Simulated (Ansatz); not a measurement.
Input and output of a self-consistent single point for TiV2Te4 (C2/m, 7 atoms in the cell) (Ansatz, an electronic-structure program).

Level of theory: LDA (PW92), PAW files made with PBE (plane waves; Ansatz).

```
CELL_PARAMETERS angstrom
      6.94719    -2.00739     0.00000
      6.94719     2.00739     0.00000
     -3.53255     0.00000     6.07776
ATOMIC_POSITIONS crystal
  Ti 0.00000 0.00000 0.00000
  V  0.75600 0.75600 0.78539
  V  0.24400 0.24400 0.21461
  Te 0.88418 0.88418 0.22876
  Te 0.11582 0.11582 0.77124
  Te 0.63386 0.63386 0.30573
  Te 0.36614 0.36614 0.69427
```
Moments meant for the start (each program seeds them in its own way; μB, in the order of the atoms Ti V V Te Te Te Te): 0.0 2.0 2.0 0.0 0.0 0.0 0.0.

Reference input (self-consistent single point, DFT, LDA (PW92), plane waves, PAW files made with PBE): basis.ecutwfc = 420 eV; kpoints.mp_grid.grid = 6 6 4; hamiltonian.xc = lda; hamiltonian.pseudopotentials = {kind: paw} (the program's default PAW files); magnetization.spin_polarized = true; scf.occupations.method = fermi_dirac; scf.occupations.width = 0.05 eV. This run's input differs from it in these lines:

Ansatz 0.2 input:
```diff
@@ -15,3 +15,3 @@
 basis:
-  ecutwfc: 420.0 eV
+  ecutwfc: 250.0 eV
 kpoints:
```

Output (repeated stretches shortened):

```
SCF iter   1: F=—  HF=-35478.560266 eV  |F-HF|=—  |Δ(HF+E_count)|=         —  Δρ=3.30e-2 (↑3.30e-2 ↓1.85e-2)  dr2=3.42e0  dr2_m=6.57e-1  M=2.662 μB ∫|m|=3.081 μB  β_m=0.30  ethr=3.10e-3  ⟨swp⟩=6.5  Hψ=21777  notcnv=0
Mixer restart at iter 1: flushing history
all-band conjugate gradients solve this SCF's bands
preconditioner: auto → Kerker (q_TF=auto, 2.507 Å⁻¹)
spin=Collinear: Kerker preconditioning applied to the charge; magnetization (m = ρ↑ − ρ↓) channel mixes plain (no charge-response kernel on spin).
   [... lines left out ...]
SCF iter  15: F=—  HF=-35477.702628 eV  |F-HF|=—  |Δ(HF+E_count)|=   1.59e-8  Δρ=2.03e-6 (↑2.03e-6 ↓8.95e-7)  dr2=1.19e-8  dr2_m=2.13e-9  M=3.783 μB ∫|m|=4.457 μB  β_m=0.96  ethr=1.48e-10  ⟨swp⟩=3.0  Hψ=12124  notcnv=0  defer=111
SCF iter  16: F=-35477.702628 eV  HF=-35477.702628 eV  |F-HF|=1.49e-8  |Δ(HF+E_count)|=   1.99e-9  Δρ=1.61e-6 (↑1.61e-6 ↓5.25e-7)  dr2=1.63e-8  dr2_m=5.15e-10  M=3.783 μB ∫|m|=4.457 μB  ethr=1.17e-11  ⟨swp⟩=8.9  Hψ=21797  notcnv=0
SCF 1 converged in 16 iterations: F = -35477.702628 eV  dr2 = 1.63e-8
WARN: an SCF from antiferromagnetic starting moments (0.00, -2.00, 2.00, 0.00, 0.00, 0.00, 0.00 Bohr magnetons, atom by atom) was not made, by what the run has …
Magnetization: 3.7830 μB (52.8915 up, 49.1085 down)
   [... lines left out ...]
Absolute magnetization: 4.4800 μB (∫|ρ↑−ρ↓|, with the PAW one-centre terms)
Free energy (F): -35477.702628 eV
Fermi energy:    11.228027 eV
   [... lines left out ...]
  atom   7  Te    -0.14318273     0.00000000     0.03508269
--- Stress (GPa, compression-positive) ---
       -6.617337      -0.000000      -0.820882
        0.000000      -5.159308       0.000000
       -0.820882       0.000000      -5.641059
  P = ⅓ Tr σ = -5.8059 GPa (-58.059 kbar)
  The stress holds the Pulay correction. Without it, at fixed plane waves, as pw.x and ABINIT print it: P = -41.3848 GPa
```

The run converged in 16 iterations. Against the reference run the free energy rises by 743 meV/atom, the pressure goes from -6.29 to -5.81 GPa, the largest force goes from 0.382 to 0.427 eV/Å and the size of the net moment moves little (0.55 to 0.54 μB/atom).

The starting cell comes from a database of computed structures (which also holds hypothetical and non-ambient phases and stackings), without a prior relaxation at this level. The magnetic order is the one reached from the typed start; others were not searched systematically. The program warned that, by what it read of turns of the moments, another magnetic order lies lower. Ansatz's pressure includes its estimate of the finite-basis (Pulay) stress. Without the estimate this run gives -41.38 GPa. The cutoff lies below the one recommended for these files.
